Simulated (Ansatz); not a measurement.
The starting structures come from a database of crystals and need not be the phases stable at ambient conditions.

The decay constant κ of evanescent states in the gap governs leakage through a thin film.

Data:

```
KZn2BCl2O3
1.0
    5.00440     0.00000     0.00000
    2.50220     9.17891     0.00000
    2.50220     0.68211     4.27992
K Zn B Cl O
1 2 1 2 3
Direct
  0.50000   0.50000   0.50000
  0.30572   0.08284   0.30572
  0.69428   0.91716   0.69428
  0.00000   0.00000   0.00000
  0.22196   0.33412   0.22196
  0.77804   0.66588   0.77804
  0.27668   0.00000   0.72332
  0.00000   0.00000   0.27668
  0.72332   0.00000   0.00000
```

Space group of this cell: R32. The cell is taken as given; by r2SCAN its mean pressure is -2.4 GPa.

Transport runs along the normal of the first two printed cell vectors, the (101) plane of the conventional cell.

No gap correction and no spin-orbit coupling; mid-gap values are interpolated between computed energies.

Task: Compute, with r2SCAN (Ansatz, a first-principles code), the band gap and the smallest decay constant κ at mid-gap.

Result: Gap 4.23 eV on a 8×8×8 mesh; κ = 0.385 1/Å, at the zone centre.
